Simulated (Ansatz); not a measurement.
Consider the following.

```yaml
crystal:
  lattice:
    - [3.78232, 0.00000, 0.00000]
    - [0.00000, 6.20791, 0.00000]
    - [0.00000, 0.00000, 19.36745]
  atoms:
    - { symbol: Zn, position: [0.50000, 0.03845, 0.41603] }
    - { symbol: S, position: [0.50000, 0.37295, 0.37804] }
    - { symbol: Zn, position: [0.00000, 0.47851, 0.43534] }
    - { symbol: S, position: [0.00000, 0.85969, 0.44646] }
    - { symbol: Zn, position: [0.00000, 0.97851, 0.56466] }
    - { symbol: S, position: [0.00000, 0.35969, 0.55354] }
    - { symbol: Zn, position: [0.50000, 0.53845, 0.58397] }
    - { symbol: S, position: [0.50000, 0.87295, 0.62196] }
```

No spin polarisation.

All numbers come from PBEsol in Ansatz (plane waves to 420 eV, PAW, no SOC), earlier PAW set. Settings: 9×6×1 k-points, 0.05 eV Fermi–Dirac smearing. The cell is a slab with vacuum along z.

Predict the band gap, gap character and valence-band top at Γ.


* **Band gap**: 2.36 eV
* **Gap character**: direct at Γ
* **Valence-band top at Γ (three highest levels, from the VBM)**: 0.00, -0.44, -0.46 eV

Whether these cells are dynamically stable was not tested. The cell was made from ZnS in the wurtzite structure (space group P6_3mc, No. 186) by this change: a free-standing slab of 2 layers (8 atoms, 4 a layer) is cut normal to the y axis, with 15 Å of vacuum and the in-plane cell held at bulk.

Ansatz is an electronic-structure program.
